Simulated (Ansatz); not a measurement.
The parent structure is Pt in the fcc (Cu type) structure (space group Fm-3m, No. 225; relaxed with 0.1 eV smearing).

```
CELL_PARAMETERS angstrom
      0.00000     1.97088     1.97088
      1.97088     0.00000     1.97088
      1.97088     1.97088     0.00000
ATOMIC_POSITIONS crystal
  Pt 0.00000 0.00000 0.00000
```

Computed with r2SCAN (Ansatz, a quantum-chemistry and plane-wave program, PAW, no spin-orbit coupling).

Strains are applied to the cell and any free atomic positions relax.

One change was made to it. Results:

```tsv
quantity	base	after
energy relative to the base (free energy F)	0 meV/atom	+91 meV/atom
pressure	0.0 GPa	-18.7 GPa
```

What was done to the base?
A) isotropic strain +1.00 %
B) isotropic strain +2.00 %
C) isotropic strain +3.00 %

C, isotropic strain +3.00 %. For comparison, the energy relative to the base in the other runs: isotropic strain +2.00 % gives +42 meV/atom; isotropic strain +1.00 % gives +11 meV/atom.

Whether these cells are dynamically stable was not tested. The final runs are not spin-polarised. Pt lies near a magnetic instability that expansion can trigger; it was not tested.
